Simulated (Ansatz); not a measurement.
**Volume per atom of SnGe (model structure, started from the PtS type, P4₂/mmc, No. 131, 4 atoms in the cell) at several levels of theory**

No measured value is used here.

### Question
Put these levels in order of the volume per atom that they give for SnGe (model structure, started from the PtS type, P4₂/mmc, No. 131, 4 atoms in the cell), smallest first: PBE (Ansatz, an electronic-structure program), PBE-D3(BJ) (Ansatz), PBEsol (Ansatz).

### Answer
PBEsol (28.42 Å³/atom), PBE-D3(BJ) (28.81 Å³/atom), PBE (30.17 Å³/atom)

Ansatz's density-functional and Hartree–Fock values are scalar-relativistic unless marked +SOC, with PAW data made under PBE.

A model structure was made by putting elements into a prototype or built by hand; it is no filed structure, need not be a known phase, and can be a saddle point held by its symmetry.
